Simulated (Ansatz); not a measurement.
Results of PBEsol+SOC in Ansatz (plane waves, PAW) for Zr3N4 (R-3m, No. 166, 7 atoms in the cell; start mp-754353; a measured phase of this formula has another space group).

Input:

Ansatz 0.2 input:
```yaml
crystal:
  lattice:
    - [1.7082022327, 0.9862310189, 8.3352889044]
    - [-1.7082022327, 0.9862310189, 8.3352889044]
    - [0.0, -1.9724620378, 8.3352889044]
  atoms:
    - { symbol: Zr, position: [0.2223414336, 0.2223414336, 0.2223414336] }
    - { symbol: Zr, position: [0.7776585664, 0.7776585664, 0.7776585664] }
    - { symbol: Zr, position: [0.0, 0.0, 0.0] }
    - { symbol: N, position: [0.6215907876, 0.6215907876, 0.6215907876] }
    - { symbol: N, position: [0.3784092124, 0.3784092124, 0.3784092124] }
    - { symbol: N, position: [0.8677817015, 0.8677817015, 0.8677817015] }
    - { symbol: N, position: [0.1322182985, 0.1322182985, 0.1322182985] }
basis:
  ecutwfc: 520
  ecutrho_ratio: 4
  xc_grid: 2
kpoints:
  mp_grid: { grid: [12, 12, 12] }
  band_path:
    path:
      - [0.0, 0.0, 0.0]
      - [0.166667, 0.166667, 0.166667]
      - [0.333333, 0.333333, 0.333333]
      - [0.5, 0.5, 0.5]
      - [0.527, 0.473, 0.5]
      - [0.554, 0.446, 0.5]
      - [0.581, 0.419, 0.5]
      - [0.608, 0.392, 0.5]
      - [0.635, 0.365, 0.5]
      - [0.662, 0.338, 0.5]
      - [0.689, 0.311, 0.5]
      - [0.716, 0.284, 0.5]
      - [0.743, 0.257, 0.5]
      - [0.77, 0.23, 0.5]
      - [0.797, 0.203, 0.5]
      - [0.824, 0.176, 0.5]
      - [0.5, -0.176, 0.176]
      - [0.5, -0.146666, 0.146666]
      - [0.5, -0.117333, 0.117333]
      - [0.5, -0.088, 0.088]
      - [0.5, -0.058667, 0.058667]
      - [0.5, -0.029333, 0.029333]
      - [0.5, 0.0, 0.0]
      - [0.45, 0.0, 0.0]
      - [0.4, 0.0, 0.0]
      - [0.35, 0.0, 0.0]
      - [0.3, 0.0, 0.0]
      - [0.25, 0.0, 0.0]
      - [0.2, 0.0, 0.0]
      - [0.15, 0.0, 0.0]
      - [0.1, 0.0, 0.0]
      - [0.05, 0.0, 0.0]
      - [0.028167, -0.028167, 0.0]
      - [0.056333, -0.056333, 0.0]
      - [0.0845, -0.0845, 0.0]
      - [0.112667, -0.112667, 0.0]
      - [0.140833, -0.140833, 0.0]
      - [0.169, -0.169, 0.0]
      - [0.197167, -0.197167, 0.0]
      - [0.225333, -0.225333, 0.0]
      - [0.2535, -0.2535, 0.0]
      - [0.281667, -0.281667, 0.0]
      - [0.309833, -0.309833, 0.0]
      - [0.338, -0.338, 0.0]
      - [0.662, 0.0, 0.338]
      - [0.6296, 0.0, 0.3704]
      - [0.5972, 0.0, 0.4028]
      - [0.5648, 0.0, 0.4352]
      - [0.5324, 0.0, 0.4676]
      - [0.5, 0.0, 0.5]
      - [0.454545, 0.0, 0.454545]
      - [0.409091, 0.0, 0.409091]
      - [0.363636, 0.0, 0.363636]
      - [0.318182, 0.0, 0.318182]
      - [0.272727, 0.0, 0.272727]
      - [0.227273, 0.0, 0.227273]
      - [0.181818, 0.0, 0.181818]
      - [0.136364, 0.0, 0.136364]
      - [0.090909, 0.0, 0.090909]
      - [0.045455, 0.0, 0.045455]
    npoints: 1
hamiltonian:
  xc: pbesol
  dispersion: none
  pseudopotentials: { kind: paw }
scf:
  occupations: { method: fermi_dirac, width: 0.01 }
  convergence: { dr2_threshold: 0.0000000007 }
output:
  forces: true
  stress: true
  eigenvalues: true
  write_bands: true
magnetization:
  noncollinear: true
  spin_orbit: true
```

Output (set-up and result lines):

```
Crystal: 7 atoms, lattice volume = 84.254 Å³
Basis set: ecut = 520 eV, 2269 PW (Γ), FFT grids on a1−a3, a2−a3, a3, exchange–correlation on 54×54×128 points (8 copies of the dense FFT grid, shifted against one another)
Bands: 70, of which v1, the nominal top of the filled ones, is band 56 counted from 1 (55 counted from 0)
Symmetry: 12 space group operations + 12 with time reversal
k-points: 189 of 1728
Initial density: superposition of atomic densities (chi_scale 0.1, normalization cell, long waves kept (reshape's long-wave potential 0.21 eV rms))
Functional: x = pbesol(κ = 0.804, μ = 0.12345679012345678), c = pbesol(β = 0.046)
spin=Noncollinear: Resta preconditioning applied to the charge; magnetization (m_x, m_y, m_z) channels mix plain (no charge-response kernel on spin).
SCF 1 converged in 11 iterations: F = -13913.829702 eV  dr2 = 6.33e-11
SCF converged after 11 iterations
Free energy (F): -13913.829702 eV
Internal energy: -13913.829702 eV  (E = F + TS)
E sigma→0 (E₀):  -13913.829702 eV
Fermi energy:    15.107535 eV
--- Stress (GPa, compression-positive) ---
       -0.016220       0.000000      -0.000000
        0.000000      -0.016220       0.000000
       -0.000000       0.000000      -0.005213
  P = ⅓ Tr σ = -0.0126 GPa (-0.126 kbar)
```

The PAW data were made under PBE.

A start named mp-… is a Materials Project structure, which need not be a measured phase.

Ansatz is an electronic-structure program.
